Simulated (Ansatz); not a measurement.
Reference: GaP (F-43m), PBEsol with spin-orbit coupling, rigid bands (plane waves, PAW; Ansatz, a program for electronic structure); axes and stresses refer to this cell.

```yaml
crystal:
  lattice:
    - [0.00000, 2.71922, 2.71922]
    - [2.71922, 0.00000, 2.71922]
    - [2.71922, 2.71922, 0.00000]
  atoms:
    - { symbol: Ga, position: [0.00000, 0.00000, 0.00000] }
    - { symbol: P, position: [0.25000, 0.25000, 0.25000] }
```

The Seebeck coefficient, n-type 1e19 cm⁻³ is -332 μV/K. The electron conductivity mass comes out as 0.35 mₑ and the band gap is 1.43 eV.

Problem. After one change the values are Seebeck coefficient, n-type 1e19 cm⁻³ -232 μV/K; electron conductivity mass 0.33 mₑ; band gap 1.21 eV. What was changed between the two runs?
A) biaxial stress xx = yy = -2 GPa (compression positive)
B) uniaxial stress along [110] of -2 GPa (compression positive)
C) biaxial stress xx = yy = 1 GPa (compression positive)
D) hydrostatic pressure 2 GPa

Solution. A, biaxial stress xx = yy = -2 GPa (compression positive)

Masses are for dilute carriers at 300 K, harmonic means over directions unless an axis is named. Seebeck coefficients are for the stated density at 300 K, with one relaxation time for all states and whether or not that doping can be reached. Stresses and pressures are the targets of the relaxation.  The structure type is held under load, also where the real crystal would transform.
